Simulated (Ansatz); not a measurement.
Effect of Ti vacancy, symmetric start on TiN

Start from a 16-atom supercell of TiN in the rock salt structure (space group Fm-3m, No. 225; a = 4.247 Å) at its relaxed geometry.

One thing is altered: a neutral Ti vacancy, symmetric start, atoms relaxed at fixed cell.

Computed with PBE in Ansatz (plane waves to 420 eV, PAW, no spin-orbit coupling). k-mesh 7×7×7 (Γ-centred); smearing 0.05 eV (Fermi–Dirac).

* **Pressure**: -5.4 GPa (base 0.0 GPa)
* **Largest displacement of a host atom from its site in the perfect cell**: 0.06 Å
* **Mean distance from the defect site to its nearest host atoms**: 4.13 bohr (base 4.01 bohr)

Cost of the whole job for the changed cell (relaxation, final SCF and bands): roughly 30 core-seconds.

In so small a cell the defect repeats every few ångströms: this is an ordered compound, not a dilute defect. The defect started on the symmetric site and kept its symmetry, so it may sit on a saddle. The final runs are not spin-polarised. An odd electron count without spin: TiN. The defect cell is not spin-polarised.

Ansatz is a quantum-chemistry and plane-wave program.
